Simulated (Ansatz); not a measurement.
The starting structures come from a database of crystals and need not be the phases stable at ambient conditions.

 Where the default PAW files enter, the runs use the earlier of Ansatz's two default sets.

The decay constant κ of evanescent states in the gap governs leakage through a thin film.

Consider the following.

```
Y2CN2O2
1.0
    3.69899     0.00000     0.00000
   -1.84950     3.20342     0.00000
    0.00000     0.00000     8.16886
Y C N O
2 1 2 2
Cartesian
  0.00000   2.13561   5.53457
  1.84949   1.06781   2.63429
  0.00000   0.00000   0.00000
  0.00000   0.00000   1.22655
  0.00000   0.00000   6.94231
  0.00000   2.13561   3.24026
  1.84949   1.06781   4.92860
```

Space group of this cell: P-3m1. The cell is taken as given; by r2SCAN its mean pressure is 0.7 GPa.

Transport runs along the normal of the first two printed cell vectors, the (001) plane of the conventional cell.

The gap is the functional's own, uncorrected, and κ follows it; spin-orbit coupling is left out. Mid-gap values are interpolated between the computed energies.

Compute, with Ansatz (an electronic-structure program) with r2SCAN, the band gap and the smallest decay constant κ at mid-gap.

Gap 4.39 eV on a 12×12×4 mesh; κ = 0.395 1/Å, at (0.333, 0.000) of the in-plane reciprocal vectors. At the zone centre, at the nearest computed energy, the slowest state has κ = 0.47 1/Å.
